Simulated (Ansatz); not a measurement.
An Ansatz (a first-principles code) input (r2SCAN (Ansatz), no SOC):

Ansatz 0.2 input:
```yaml
crystal:
  lattice:
    - [0, 2.8380765688, 2.8380765688]
    - [2.8380765688, 0, 2.8380765688]
    - [2.8380765688, 2.8380765688, 0]
  atoms:
    - { symbol: Ge, position: [0.5, 0.5, 0.5] }
    - { symbol: Ge, position: [0.75, 0.75, 0.75] }
basis: { ecutwfc: 500, ecutrho_ratio: 4, xc_grid: 4, fft_grid_basis: typed }
kpoints: { mp_grid: { grid: [14, 14, 14] } }
hamiltonian:
  xc: r2scan
  dispersion: none
  pseudopotentials: { kind: paw }
scf: { occupations: { method: fermi_dirac, width: 0.05 }, convergence: { dr2_threshold: 0.0000000002 } }
output: { forces: true, stress: true }
checkpoint: { write: state.ck, write_every: 1000 }
```

Which symmetry and how many k-points will the program report, and about how many plane waves at Γ?

Space group Fd-3m (ITA 227) with 48 operations, k-points 104 of 2744, and 1211 plane waves at Γ.

Single points use the geometry relaxed with PBEsol. Stability against distortions was not tested. The cell was made from Si by this change: Si → Ge.
